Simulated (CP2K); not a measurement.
CP2K run on CaCo₂Si₂ (I4/mmm, 5 atoms in the cell): self-consistent single point.

Computed with CP2K with PBEsol, GPW, DZVP-MOLOPT-SR-GTH basis, GTH-PBE potentials (GTH_POTENTIALS).

```xyz
5
Lattice="5.6441 0.0000 0.0000 2.9921 4.7858 0.0000 -4.3181 -2.3929 2.7357" Properties=species:S:1:pos:R:3 pbc="T T T"
Ca     0.0000     0.0000     0.0000
Co     1.4960     2.3929     1.3679
Co     2.8221     0.0000     1.3679
Si     5.4732     3.0330     0.0000
Si     3.1630     1.7528     0.0000
```

Reference input (self-consistent single point, DFT LDA (Pade form), GPW, DZVP-MOLOPT-SR-GTH basis, GTH-PADE potentials (GTH_POTENTIALS)): CUTOFF = 600 Ry; REL_CUTOFF = 50 Ry; SMEAR/METHOD = FERMI_DIRAC; ELECTRONIC_TEMPERATURE = 1160.45 K; KPOINTS/SCHEME = MONKHORST-PACK 8 8 8; GAMMA_CENTERED = T; XC_FUNCTIONAL = PADE; Ca/BASIS_SET = DZVP-MOLOPT-SR-GTH-q10; Ca/POTENTIAL = GTH-PADE-q10; Co/BASIS_SET = DZVP-MOLOPT-SR-GTH-q17; Co/POTENTIAL = GTH-PADE-q17; Si/BASIS_SET = DZVP-MOLOPT-SR-GTH-q4. This run's input differs from it in these lines:

```diff
@@ -44,3 +44,6 @@
     &XC
-      &XC_FUNCTIONAL PADE
+      &XC_FUNCTIONAL
+        &PBE
+          PARAMETRIZATION PBESOL
+        &END PBE
       &END XC_FUNCTIONAL
@@ -78,3 +81,3 @@
       BASIS_SET DZVP-MOLOPT-SR-GTH-q10
-      POTENTIAL GTH-PADE-q10
+      POTENTIAL GTH-PBE-q10
     &END KIND
@@ -82,3 +85,3 @@
       BASIS_SET DZVP-MOLOPT-SR-GTH-q17
-      POTENTIAL GTH-PADE-q17
+      POTENTIAL GTH-PBE-q17
     &END KIND
@@ -86,3 +89,3 @@
       BASIS_SET DZVP-MOLOPT-SR-GTH-q4
-      POTENTIAL GTH-PADE-q4
+      POTENTIAL GTH-PBE-q4
     &END KIND
```

Output, abridged:

```
 SCF WAVEFUNCTION OPTIMIZATION

  Step     Update method      Time    Convergence         Total energy    Change
     1 NoMix/Diag. 0.20E+00      -     1.80764185      -336.4955621099 -3.36E+02
     2 Broy./Diag. 0.20E+00      -     0.23878434      -330.4695965310  6.03E+00
     3 Broy./Diag. 0.20E+00      -     0.04834386      -337.5606083110 -7.09E+00
     4 Broy./Diag. 0.20E+00      -     0.04016184      -335.1387681945  2.42E+00
     5 Broy./Diag. 0.20E+00      -     0.00506825      -335.0659123501  7.29E-02
     6 Broy./Diag. 0.20E+00      -     0.00739423      -335.1123494789 -4.64E-02
   [... 4 lines left out ...]
    11 Broy./Diag. 0.20E+00      -     0.00010185      -335.1412493411 -2.96E-04
    12 Broy./Diag. 0.20E+00      -     0.00000368      -335.1410675662  1.82E-04
    13 Broy./Diag. 0.20E+00      -     0.00001030      -335.1414010259 -3.33E-04
    14 Broy./Diag. 0.20E+00      -     0.00000055      -335.1413969984  4.03E-06
  *** SCF run converged in    14 steps ***

  Overlap energy of the core charge distribution:               0.00000000000709
  Self energy of the core charge distribution:               -552.14598174786966
  Core Hamiltonian energy:                                    149.95383372928515
  Hartree energy:                                             104.30220348066823
  Exchange-correlation energy:                                -37.24874682550458
  Electronic entropic energy:                                  -0.00270563536987
  Fermi energy:                                                 0.36016169044067

  Total energy:                                              -335.14139699837659
  Total energy (extrapolated to T->0):                       -335.14004418069163

   [... lines left out ...]

 STRESS| Analytical stress tensor [bar]
 STRESS|                        x                   y                   z
 STRESS|      x       -5.33771484573E+03  -4.53167413419E+01   6.37321473757E+00
 STRESS|      y       -4.53167413419E+01  -5.28037728794E+03   3.52346913423E+00
 STRESS|      z        6.37321473757E+00   3.52346913423E+00  -5.25294668955E+03
 STRESS| 1/3 Trace                                            -5.29034627441E+03
```

The run converged in 14 iterations. Against the reference run the pressure goes from -4.99 to -0.53 GPa and the largest force goes from 0.062 to 0.205 eV/Å.

The starting cell comes from a database of computed structures (which also holds hypothetical and non-ambient phases and stackings), without a prior relaxation at this level. Its lattice was rescaled by a random factor within 2.5 % of one. Spin polarisation is off. Values carry the incompleteness of an atom-centred basis. The potentials were made for another functional than the one used.

Cost on one core of a shared machine: roughly 70 s.
